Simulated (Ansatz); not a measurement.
The starting structures come from a database of crystals and need not be the phases stable at ambient conditions.

 Where the default PAW files enter, the runs use the earlier of Ansatz's two default sets.

```
Al2O3
1.0
    4.84693     0.00000     0.00000
    0.00000     4.98540     0.00000
    0.00000     0.00000     6.87724
Al O
8 12
Direct
  0.74785   0.96949   0.39040
  0.25215   0.03051   0.60960
  0.75215   0.46949   0.10960
  0.24785   0.53051   0.89040
  0.75215   0.03051   0.89040
  0.24785   0.96949   0.10960
  0.74785   0.53051   0.60960
  0.25215   0.46949   0.39040
  0.89298   0.89802   0.65400
  0.10702   0.10198   0.34600
  0.60702   0.39802   0.84600
  0.39298   0.60198   0.15400
  0.60702   0.10198   0.15400
  0.39298   0.89802   0.84600
  0.89298   0.60198   0.34600
  0.10702   0.39802   0.65400
  0.95060   0.75000   0.00000
  0.04940   0.25000   0.00000
  0.54940   0.25000   0.50000
  0.45060   0.75000   0.50000
```

Space group of this cell: Pbcn. The cell is strained (lengths along the current scaled by 0.97, ions clamped).

Transport runs along the normal of the first two printed cell vectors.

No gap correction and no spin-orbit coupling; mid-gap values are interpolated between computed energies.

Problem. State the band gap and the smallest decay constant κ at mid-gap according to r2SCAN run with Ansatz (a quantum-chemistry and plane-wave program).

Solution. Gap 6.46 eV on a 6×6×6 mesh; κ = 0.397 1/Å, at the zone centre.
